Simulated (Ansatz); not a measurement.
## A constructed model of the (111) surface of fcc Rh, (√3x√3)R30° layer of Bi, one a cell, on the site that continues the host's stacking (bottom of the slab: a bare face, its two planes held)

The numbers are results of PBE (plane waves to 420 eV, PAW; Ansatz, a first-principles code), not measurements.

Model: 19-atom slab, 13.6 Å thick at the start with caps and adatoms (thin: gaps and levels are the slab's own), 9x9x1 mesh, Fermi-Dirac 0.1 eV, dipole correction, 6 atoms held, the rest relaxed; start symmetry kept, larger cells not searched; no spin, no spin-orbit, no U. It is one candidate, not shown to be the stable structure of the face.

The work function of the top face comes out as 3.91 eV, the energy released by relaxation is 0.69 eV and the cost is around 6 core-minutes (rough).
